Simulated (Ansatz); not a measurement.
# hcp Sc (0 0 1) on wurtzite GaN (0 0 1) (film strained to the substrate, faces as cut)

A periodic stack without vacuum, hcp Sc (0 0 1) on wurtzite GaN (0 0 1) (film strained to the substrate, faces as cut): substrate slab Ga6N6, film Sc4, surface cells [[0, -1], [1, 0]] and [[0, 1], [-1, 0]], film strained by -3.1 and -3.1 %, faces N/Ga and Sc/Sc as cut (like faces can put a slab off its formula).

The start was prepared with a machine-learned potential, and the result is one local minimum, with the in-plane cell held and forces under 0.04 eV/Å; the film can end far from its bulk form.

Calculation: PBE (plane waves to 420 eV, PAW; Ansatz, a first-principles code). No spin–orbit coupling; the runs are not spin-polarised; PBE gaps are too small against experiment. Its k-point mesh 11×11×1, Fermi–Dirac width 0.05 eV.

* **interface area**: 9.0 Å²
* **period**: 25.85 Å
* **gaps between the outermost planes at the two interfaces**: 2.28 and 1.66 Å
* **Ga–Sc contacts across the interfaces within 1.22 times the sum of covalent radii**: 6, mean 3.00 Å
* **N–Sc contacts across the interfaces within 1.22 times the sum of covalent radii**: 3, mean 2.49 Å

```yaml
crystal:
  lattice:
    - [3.21767, -0.00010, 0.08145]
    - [1.60906, 2.78726, 0.04117]
    - [0.92014, 0.93258, 25.88294]
  atoms:
    - { symbol: Ga, position: [0.73997, 0.62605, 0.06017] }
    - { symbol: Ga, position: [0.37350, 0.25884, 0.16157] }
    - { symbol: N, position: [0.71528, 0.60093, 0.13540] }
    - { symbol: N, position: [0.41619, 0.30272, 0.03046] }
    - { symbol: Ga, position: [0.67395, 0.55818, 0.26321] }
    - { symbol: Ga, position: [0.30766, 0.19085, 0.36487] }
    - { symbol: N, position: [0.64948, 0.53297, 0.33859] }
    - { symbol: N, position: [0.34912, 0.23368, 0.23692] }
    - { symbol: Ga, position: [0.60799, 0.49018, 0.46651] }
    - { symbol: Ga, position: [0.24097, 0.12223, 0.56997] }
    - { symbol: N, position: [0.58336, 0.46495, 0.54193] }
    - { symbol: N, position: [0.28312, 0.16563, 0.44035] }
    - { symbol: Sc, position: [0.54558, 0.42605, 0.65802] }
    - { symbol: Sc, position: [0.17491, 0.05772, 0.76390] }
    - { symbol: Sc, position: [0.47294, 0.35735, 0.86517] }
    - { symbol: Sc, position: [0.10459, 0.99062, 0.96611] }
```
